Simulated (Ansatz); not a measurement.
Levels about the gap of amorphous In9Ga9Zn9O37Ag2 (66 atoms in a cell of 842 Å³, 6.03 g/cm³; zone centre alone, so wide bands show as single levels with stretches between that a denser mesh fills), at the geometry that PBE relaxed, where it gives 3.4 GPa on a denser mesh. The participation number counts the atoms over which a state spreads; weights are charges in smoothed Voronoi cells. The levels come from a single point, so bond lengths are those of that geometry. Method of the levels: PBE, scalar-relativistic without spin-orbit coupling (Ansatz, an electronic-structure program). Sampling: the zone centre alone; Fermi-Dirac width 0.02 eV; no spin polarisation. At PBE the levels at the filled edge of the gap are localised (band-tail or defect states).

A CHGNet melt-quench gave the starting glass, which DFT then relaxed. O atoms were pushed apart under 1.9 Å during the dynamics, to hinder bonds among them. The hot cell started wider than the set density and was brought back towards it in steps. It is the lowest in DFT energy of 2 quenches. It is a model cell: composition and starting density were chosen by hand, and all elements were melted together. No dispersion term was used. Its density started from a set value of 6.03 and ended at 6.03 g/cm³. The quench (nominally 210 K/ps over its main leg) was far faster than any real one, so the model tends to hold more defects than a real film. Values belong to this one cell and scatter from quench to quench. The volume was held where the preparation left it and the shape relaxed, at a PBE pressure of 3.4 GPa. Stress components on the final sampling reach 3.5 GPa. On a 2×2×2 Γ-centred mesh force components of up to 0.17 eV/Å stay, since the relaxation ran on the zone centre alone.

```tsv
E - E(highest filled), eV	filling	participation number	largest on	weight O	weight Ag	weight In	weight Zn
-0.49	filled	23.2	O, 3 neighbours	0.76	0.12	0.03	0.07
-0.47	filled	19.5	O, 3 neighbours	0.80	0.04	0.02	0.13
-0.40	filled	22.0	O, 4 neighbours	0.79	0.07	0.02	0.11
-0.35	filled	17.0	O, 3 neighbours	0.83	0.07	0.01	0.07
-0.23	filled	18.0	O, 3 neighbours	0.77	0.10	0.01	0.10
-0.22	filled	4.7	O, 3 neighbours	0.87	0.08	0.02	0.02
0.00	filled	5.2	Ag, 4 neighbours	0.57	0.36	0.01	0.04
0.58	empty	53.9	Ag, 4 neighbours	0.49	0.09	0.18	0.13
2.85	empty	14.8	In, 6 neighbours	0.53	0.11	0.26	0.06
3.20	empty	28.5	In, 5 neighbours	0.56	0.05	0.25	0.08
3.49	empty	35.7	In, 6 neighbours	0.55	0.03	0.28	0.07
3.62	empty	43.3	Ag, 4 neighbours	0.57	0.09	0.17	0.10
3.71	empty	44.1	In, 5 neighbours	0.57	0.05	0.17	0.09
3.77	empty	38.8	In, 6 neighbours	0.56	0.02	0.19	0.14
```

Most localised among these is the filled level at -0.22 eV, on a O atom, which has 3 neighbours (Ga 1.90 Å, In 2.07 Å, In 2.29 Å).
